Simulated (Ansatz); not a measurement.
Response to strain in InP

The parent structure is InP in the zinc blende structure (space group F-43m, No. 216).

```xyz
2
Lattice="0.0000 2.9535 2.9535 2.9535 0.0000 2.9535 2.9535 2.9535 0.0000" Properties=species:S:1:pos:R:3 pbc="T T T"
In     0.0000     0.0000     0.0000
P      1.4767     1.4767     1.4767
```

Strains are applied to the cell and any free atomic positions relax.

All numbers come from r2SCAN, PAW, 500 eV (Ansatz, a program for electronic structure; without spin-orbit coupling).

```tsv
isotropic strain (%)	pressure (GPa)
0	0.0
0.5	?
1	-1.9
1.5	-2.8
2	-3.5
2.5	-4.3
3	-4.9
```

Question: Fit P = P₀ − Bδ + Cδ² with δ = (1 + ε)³ − 1 to the rows shown and predict the withheld row.

Answer: Least squares on the printed values gives P₀ = 0.0 GPa, B = 67.9 GPa, C = 161 GPa (largest residual 0.1 GPa); this predicts -1.0 GPa, and the run gives -1.0 GPa, in agreement.

Whether these cells are dynamically stable was not tested.
